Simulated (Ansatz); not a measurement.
MgCO₃ (R-3c, No. 167), treated with PBEsol-D3(BJ) (PAW; Ansatz, a program for electronic structure).

Run with plane-wave cutoff 520 eV, 10×10×10 k mesh, Fermi–Dirac smearing 0.01 eV, scalar-relativistic PAW data made under PBE.

Properties against volume:

Shape and atoms are relaxed at each volume.

```json
[
 {"V (Å³/atom)": "8.785", "P (GPa)": "5.01", "direct gap at Γ (eV)": "5.739", "smallest gap on the k mesh (eV)": "5.113", "c (Å)": "14.461"},
 {"V (Å³/atom)": "8.968", "P (GPa)": "2.36", "direct gap at Γ (eV)": "5.763", "smallest gap on the k mesh (eV)": "5.086", "c (Å)": "14.626"},
 {"V (Å³/atom)": "9.151", "P (GPa)": "0.00", "direct gap at Γ (eV)": "5.786", "smallest gap on the k mesh (eV)": "5.057", "c (Å)": "14.789"},
 {"V (Å³/atom)": "9.334", "P (GPa)": "-2.10", "direct gap at Γ (eV)": "5.810", "smallest gap on the k mesh (eV)": "5.027", "c (Å)": "14.949"},
 {"V (Å³/atom)": "9.517", "P (GPa)": "-3.96", "direct gap at Γ (eV)": "5.833", "smallest gap on the k mesh (eV)": "4.994", "c (Å)": "15.106"}
]
```

The fundamental gap (5.05 eV at the equilibrium volume, with added k points) lies elsewhere than Γ–Γ.

Note: the bulk modulus comes from volumes at which shape and atoms were relaxed.
